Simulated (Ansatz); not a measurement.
## Ansatz run on NiGe (Pnma, 8 atoms in the cell): self-consistent single point

Method: LDA (PW92), default PAW files made with PBE (plane waves; Ansatz, an electronic-structure program).

Input:

Ansatz 0.2 input:
```yaml
crystal:
  lattice:
    - [5.303002, 0.000000, 0.000000]
    - [0.000000, 3.433665, 0.000000]
    - [0.000000, 0.000000, 5.741876]
  atoms:
    - { symbol: Ni, position: [0.505540, 0.250000, 0.690730] }
    - { symbol: Ni, position: [0.494460, 0.750000, 0.309270] }
    - { symbol: Ni, position: [0.994460, 0.750000, 0.190730] }
    - { symbol: Ni, position: [0.005540, 0.250000, 0.809270] }
    - { symbol: Ge, position: [0.689660, 0.250000, 0.086980] }
    - { symbol: Ge, position: [0.310340, 0.750000, 0.913020] }
    - { symbol: Ge, position: [0.810340, 0.750000, 0.586980] }
    - { symbol: Ge, position: [0.189660, 0.250000, 0.413020] }
basis:
  ecutwfc: 30.9 Ry
kpoints:
  mp_grid:
    grid: [4, 7, 4]
hamiltonian:
  xc: lda
  pseudopotentials:
    kind: paw
scf:
  occupations:
    method: fermi_dirac
    width: 0.0073 Ry
output:
  forces: true
  eigenvalues: true
  stress: true
```

Output (repeated stretches shortened):

```
WARN ansatz: RAYON_NUM_THREADS=1 ignored (pool sized by the plan → 1); use --threads N
Pseudopotentials: kind: paw
Pseudopotential: Ni, paw, valence charge 18
Pseudopotential: Ge, paw, valence charge 14
Crystal: 8 atoms, lattice volume = 104.552 Å³
Basis set: ecut = 420.4159175005146 eV, 2045 PW (Γ)
Bands: 77, of which v1, the nominal top of the filled ones, is band 64 counted from 1 (63 counted from 0)
Symmetry: 8 space group operations
Space group: Pnma (ITA 62), of the structure as read, at distance tolerance 4.7e-5 Å
k-points: 36 of 112
PAW frozen core: Ni, regenerated for the run's functional, and the local potential with it
PAW frozen core: Ge, regenerated for the run's functional, and the local potential with it
Initial density: superposition of atomic densities (neutral atoms: chi_scale 0, normalization atom), corrected by the library's trained network
Initial wavefunctions: pseudopotential atomic-orbital guess
Eigensolver: davidson
Functional: x = slater, c = lda
SCF iter   1: F=—  HF=-39959.533760 eV  |F-HF|=—  |Δ(HF+E_count)|=         —  Δρ=1.75e-2  dr2=1.48e-1  ethr=1.77e-3  ⟨swp⟩=5.3  Hψ=9008  notcnv=0  defer=57
all-band conjugate gradients solve this SCF's bands
preconditioner: auto → Kerker (q_TF=auto, 2.822 Å⁻¹)
SCF iter   2: F=—  HF=-39959.508911 eV  |F-HF|=—  |Δ(HF+E_count)|=   2.48e-2  Δρ=5.20e-3  dr2=1.36e-2  ethr=1.16e-4  ⟨swp⟩=2.4  Hψ=4785  notcnv=0  defer=108
SCF iter   3: F=—  HF=-39959.506563 eV  |F-HF|=—  |Δ(HF+E_count)|=   2.35e-3  Δρ=1.78e-3  dr2=2.12e-3  ethr=1.06e-5  ⟨swp⟩=1.2  Hψ=2706  notcnv=0  defer=108
SCF iter   4: F=—  HF=-39959.505919 eV  |F-HF|=—  |Δ(HF+E_count)|=   6.45e-4  Δρ=4.55e-4  dr2=2.62e-4  ethr=1.66e-6  ⟨swp⟩=2.5  Hψ=4717  notcnv=0  defer=108
SCF iter   5: F=—  HF=-39959.505810 eV  |F-HF|=—  |Δ(HF+E_count)|=   1.08e-4  Δρ=2.56e-4  dr2=7.33e-5  ethr=2.04e-7  ⟨swp⟩=2.0  Hψ=4098  notcnv=0  defer=108
SCF iter   6: F=—  HF=-39959.505790 eV  |F-HF|=—  |Δ(HF+E_count)|=   2.05e-5  Δρ=4.41e-5  dr2=2.42e-6  ethr=5.72e-8  ⟨swp⟩=2.2  Hψ=4031  notcnv=0  defer=108
SCF iter   7: F=—  HF=-39959.505790 eV  |F-HF|=—  |Δ(HF+E_count)|=   5.84e-8  Δρ=2.42e-5  dr2=4.82e-7  ethr=1.89e-9  ⟨swp⟩=2.0  Hψ=3797  notcnv=0  defer=108
SCF iter   8: F=-39959.505790 eV  HF=-39959.505790 eV  |F-HF|=7.52e-9  |Δ(HF+E_count)|=   4.53e-8  Δρ=5.26e-6  dr2=2.27e-8  ethr=7.81e-11  ⟨swp⟩=8.8  Hψ=11651  notcnv=0
SCF 1 converged in 8 iterations: F = -39959.505790 eV  dr2 = 2.27e-8
SCF converged after 8 iterations
Free energy (F): -39959.505790 eV
Harris-Foulkes:  -39959.505790 eV  (|F-HF|=7.52e-9)
Internal energy: -39959.434798 eV  (E = F + TS)
E sigma→0 (E₀):  -39959.470294 eV
Entropy (-TS):   -0.070992 eV (-8.874 meV/atom)
Fermi energy:    15.586583 eV
--- Per-component energies (eV) ---
  E_band       = -1550.057229
  E_kinetic    = 1598.396584
  E_local      = -23222.642546  (includes V_loc(G=0)·N_el)
  E_nonlocal   = 4249.552696
  E_hartree    = 9960.762204
  E_xc         = -646.408643
  E_vxc        = -708.074600  (∫ρ·V_xc dr)
  E_paw        = -14027.975222  (= ΣΔE_a)
  E_vpaw       = -3388.808473  (= ΣTr[D̂ρ^β])
  E_aug_tail   = 0.002917  (compensation charges beyond the density's cutoff)
  E_ewald      = -17880.492574
  E_core_change = 9.369787  (= ΣΔE_core)
  E_smearing   = -0.070992  (= −TS)
  E_closure    = -0.000000  (closes the sum)
  Σ components = -39959.505790   (vs F -39959.505790, Δ=0.00e0)
--- Forces (eV/Å), atoms counted from 1 ---
  atom   1  Ni     0.02153088     0.00000000    -0.00645980
  atom   2  Ni    -0.02153088    -0.00000000     0.00645980
  atom   3  Ni    -0.02153088     0.00000000    -0.00645980
  atom   4  Ni     0.02153088    -0.00000000     0.00645980
  atom   5  Ge     0.08303227    -0.00000000     0.03864474
  atom   6  Ge    -0.08303227     0.00000000    -0.03864474
  atom   7  Ge    -0.08303227     0.00000000     0.03864474
  atom   8  Ge     0.08303227    -0.00000000    -0.03864474
  max |Σ_I F_I| component: 4.16e-17 eV/Å
--- Stress (GPa, compression-positive) ---
       -3.770386       0.000000       0.000000
        0.000000      -4.718267      -0.000000
        0.000000      -0.000000      -3.957924
  P = ⅓ Tr σ = -4.1489 GPa (-41.489 kbar)
  The stress holds the Pulay correction. Without it, at fixed plane waves, as pw.x and ABINIT print it: P = -4.2234 GPa
--- Band table (eV; the first three rows and the last of 36) ---
  k-point 0: bands = ["-87.1610", "-87.1586", "-87.1578", "-87.1553", "-48.0418", "-48.0385", "-48.0251", "-48.0189", "-48.0002", "-47.9997", "-47.9973", "-47.9935", "-47.9860", "-47.9822", "-47.9649", "-47.9625", "-9.1429", "-9.1294", "-9.1202", [...]
  k-point 1: bands = ["-87.1608", "-87.1593", "-87.1571", "-87.1556", "-48.0413", "-48.0389", "-48.0242", "-48.0199", "-48.0001", "-47.9998", "-47.9969", "-47.9942", "-47.9853", "-47.9826", "-47.9645", "-47.9628", "-9.1409", "-9.1313", "-9.1194", [...]
  k-point 2: bands = ["-87.1602", "-87.1602", "-87.1562", "-87.1562", "-48.0401", "-48.0401", "-48.0220", "-48.0220", "-47.9999", "-47.9999", "-47.9957", "-47.9957", "-47.9838", "-47.9838", "-47.9637", "-47.9637", "-9.1360", "-9.1360", "-9.1179", [...]
  k-point 35: bands = ["-87.1584", "-87.1584", "-87.1578", "-87.1578", "-48.0344", "-48.0344", "-48.0306", "-48.0306", "-47.9919", "-47.9919", "-47.9896", "-47.9896", "-47.9815", "-47.9815", "-47.9812", "-47.9812", "-9.1300", "-9.1300", "-9.1174", [...]
```

The run converged in 8 iterations.

The starting cell comes from a database of computed structures (which also holds hypothetical and non-ambient phases and stackings), without a prior relaxation at this level. Its lattice was rescaled by up to half a per cent. Spin polarisation is off. With a pressure of about -4 GPa the cell is away from its equilibrium volume at this level. Ansatz's pressure includes its estimate of the finite-basis (Pulay) stress.
